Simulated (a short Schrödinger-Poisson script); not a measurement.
**Symmetric double-gate stack, Si3N4 on p-type Ge(111)**

Stack: symmetric double-gate stack, Si3N4 on p-type Ge(111), at 77 K.

```
layer  material  thickness (nm)  Na (cm⁻³)
-----  --------  --------------  ---------
1         Si3N4             6.2          -
2            Ge               2       5e15
3         Si3N4             6.2          -
```

The device is made up for the run: typed textbook-type constants, with dimensions and the other settings drawn at random. Si3N4: permittivity 7.5, conduction-band edge (eV) 1.9, gap (eV) 5.1, electron mass (mₑ) 0.5. Ge: permittivity 16, conduction-band edge (eV) 0, gap (eV) 0.664, Nv at 300 K (cm⁻³) 6e18.

Channel valleys (confinement mass, in-plane density-of-states mass, number): L1 1.59, 0.08, 1; L3 0.09, 0.34, 3. At the gates, both at one voltage, the conduction-band edge of layer 1 lies 2.08 eV − eVg above the Fermi level of the channel. Gaps are held at their typed values at every temperature. Mesh 0.03 nm at interfaces.

From a short Schrödinger-Poisson script (our own, NumPy): 1D Poisson equation in equilibrium, electrons quantum, Hartree (BenDaniel-Duke, 12 states a valley, the channel's in-plane mass for all, wave functions free to enter the dielectric), parabolic valleys, classical holes, full ionisation, no traps, pinning or gate leakage.

```tsv
Vg (V)	electrons (cm⁻²)	C (μF/cm²)	L1 E0 (meV)	L1 E1 (meV)	L3 E0 (meV)	L3 E1 (meV)
0.3	6.31e11	1.46	-18.5	136.9	202.2	1328.2
0.45	2.02e12	1.49	-60.4	93.9	159.3	1282.9
0.6	3.41e12	1.49	-102.0	51.2	116.6	1237.8
0.75	4.81e12	1.56	-142.6	9.5	75.0	1193.8
0.9	6.38e12	1.73	-170.9	-19.7	45.7	1162.0
1.05	8.02e12	1.79	-193.6	-43.4	21.9	-
1.2	9.78e12	1.95	-207.8	-58.6	6.7	-
1.35	1.16e13	2.00	-214.7	-66.5	-1.3	-
1.5	1.35e13	2.02	-219.2	-72.0	-6.9	-
1.65	1.54e13	2.03	-222.9	-76.7	-11.6	-
1.8	1.73e13	2.03	-226.2	-81.0	-16.0	-
1.95	1.92e13	2.04	-229.3	-85.1	-20.1	-
2.1	2.11e13	2.04	-232.3	-89.1	-24.2	-
2.25	2.30e13	2.04	-235.2	-	-	-
2.4	2.49e13	2.04	-	-	-	-
```

Gate voltages with under 1e6 electrons/cm² are left out.

Subbands count from the Fermi level; a dash marks a level above the dielectric's band edge. The capacitance is that of both gates.

Only the L valleys are kept; under strong confinement the Δ valleys of Ge fill too.
